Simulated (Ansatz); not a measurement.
Input:

```
CuScO2
1.0
    1.60109     0.92439     5.64422
   -1.60109     0.92439     5.64422
    0.00000    -1.84878     5.64422
Sc Cu O
1 1 2
Cartesian
  0.00000   0.00000   8.46633
  0.00000   0.00000   0.00000
  0.00000   0.00000  15.12090
  0.00000   0.00000   1.81177
```

Computed with PBEsol, rigid bands (plane waves, PAW, scalar-relativistic; Ansatz, a program for electronic structure). Cell: cell and atoms relaxed with PBEsol.

### Question
What conductivity effective mass do dilute electrons have at 300 K?

### Answer
0.66 (x), 0.66 (y), 0.79 (z) mₑ.

### Question
And the band gap?

### Answer
2.19 eV at this level; semilocal functionals usually fall short of the measured gap.

Rigid bands, one relaxation time for all states, no polarons. Spin-orbit coupling is left out; where it splits the top of the valence band it changes the hole mass and lowers the gap by about a third of the splitting.

Formula and space group known from diffraction (Crystallography Open Database), not checked to be the room-temperature form: ScCuO2 (R-3m).
